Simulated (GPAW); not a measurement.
Input and output of a self-consistent single point for CaI2 (P3m1, 3 atoms in the cell) (GPAW).

Level of theory: PBEsol, GPAW PAW datasets PBEsol (made by gpaw-setup) (plane waves; GPAW).

```yaml
crystal:
  lattice:
    - [4.55161, 0.00000, 0.00000]
    - [-2.27581, 3.94181, 0.00000]
    - [0.00000, 0.00000, 7.24588]
  atoms:
    - { symbol: Ca, position: [0.00000, 0.00000, 0.00690] }
    - { symbol: I, position: [0.33333, 0.66667, 0.24430] }
    - { symbol: I, position: [0.66667, 0.33333, 0.75570] }
```

Reference input (self-consistent single point, DFT PBEsol, plane waves, GPAW PAW datasets PBEsol (made by gpaw-setup)): mode = pw; ecut = 550 eV; xc = PBEsol; kpts = 3 3 2; mesh shift (steps) = 0 0 0; occupations.name = fixed-uniform; nbands = -6; convergence.density = 1e-05 e/electron; convergence.energy = 1e-05 eV/electron; convergence.bands = -4; symmetry.symmorphic = false; symmetry.tolerance = 0.0005. This run's input differs from it in these lines:

```diff
@@ -16,3 +16,3 @@
             kpts={'size': (3, 3, 2), 'gamma': True},
-            occupations={'name': 'fixed-uniform'},
+            occupations={'name': 'fermi-dirac', 'width': 1.0},
             nbands=-6,
```

Output (repeated stretches shortened):

```
     iter     time        total  log10-change:
                         energy   eigst   dens
iter:   1 --:--:--    -9.596979   +0.88
iter:   2 --:--:--    -9.615309   +0.06  -1.43
iter:   3 --:--:--    -9.589288   -0.44  -1.44
iter:   4 --:--:--    -9.581582   -0.78  -1.45
iter:   5 --:--:--   -10.233413   -0.94  -1.48
   [... 27 lines left out ...]
iter:  33 --:--:--    -9.693025   -6.66  -3.63
iter:  34 --:--:--    -9.693073   -7.13  -3.84
iter:  35 --:--:--    -9.693359   -6.85  -3.92
iter:  36 --:--:--    -9.693360   -7.32  -4.19
iter:  37 --:--:--    -9.693406c  -7.28  -4.19
iter:  38 --:--:--    -9.693558c  -6.89  -4.26
   [... lines left out ...]
iter:  61 --:--:--    -9.692871   -6.43  -3.85
iter:  62 --:--:--    -9.692898   -6.98  -4.08
iter:  63 --:--:--    -9.692866c  -7.33  -4.11
iter:  64 --:--:--    -9.692775c  -7.74c -4.21
iter:  65 --:--:--    -9.692701c  -8.17c -4.39
iter:  66 --:--:--    -9.692672c  -8.65c -4.41
iter:  67 --:--:--    -9.692654c  -8.98c -4.42
iter:  68 --:--:--    -9.692508c  -7.77c -4.44
   [... 7 lines left out ...]
iter:  76 --:--:--    -9.692461c  -9.51c -4.61
iter:  77 --:--:--    -9.692423c  -8.38c -4.65
iter:  78 --:--:--    -9.692431c  -9.24c -4.92
iter:  79 --:--:--    -9.692468c  -9.15c -4.94
iter:  80 --:--:--    -9.692462c  -9.65c -5.16c
Converged after 80 iterations.

Dipole moment: (0.010564, -0.006099, -2.110749) |e|*Ang

Energy contributions relative to reference atoms: (reference = -405407.553146)

Kinetic:        +10.081589
Potential:       -6.615095
External:        +0.000000
XC:             -10.694358
Entropy (-ST):   -3.737568
Local:           -0.595814
SIC:             +0.000000
--------------------------
Free energy:    -11.561246
Extrapolated:    -9.692462

Showing only first 2 kpts
 Kpt  Band  Eigenvalues  Occupancy
  0    10      0.86129    1.82945
  0    11      0.99964    1.80659
  0    12      5.18973    0.24786
  0    13      6.03466    0.11458

  1    10      0.77557    1.84235
  1    11      0.77557    1.84235
  1    12      5.69694    0.15700
  1    13      5.98633    0.11991

Fermi level: 3.23402

Gap: 4.190 eV
Transition (v -> c):
   [... lines left out ...]
No difference between direct/indirect transitions
Energy (eV): -9.692462

Forces in eV/Ang:
  0 Ca    0.00000   -0.00000   -0.15279
  1 I     0.00000    0.00000    0.15484
  2 I     0.00000   -0.00000   -0.00265

Stress tensor:
    -0.000802     0.000000     0.000000
     0.000000    -0.000802     0.000000
     0.000000     0.000000    -0.000658
Stress (GPa, Voigt): [-0.1285 -0.1285 -0.1054  0.      0.      0.    ]
```

The run converged in 80 iterations. GPAW prints stress with tension positive. Against the reference run the free energy falls by 352 meV/atom, the pressure goes from -1.01 to 0.12 GPa, the largest force goes from 0.317 to 0.155 eV/Å and the gap on the mesh goes from 3.762 to 4.190 eV.

The starting cell comes from a database of computed structures (which also holds hypothetical and non-ambient phases and stackings), without a prior relaxation at this level. Its lattice was rescaled by up to half a per cent. One atom was moved a little off its site on purpose. Spin-orbit coupling is off.

Cost on one core of a shared machine: roughly 50 s.
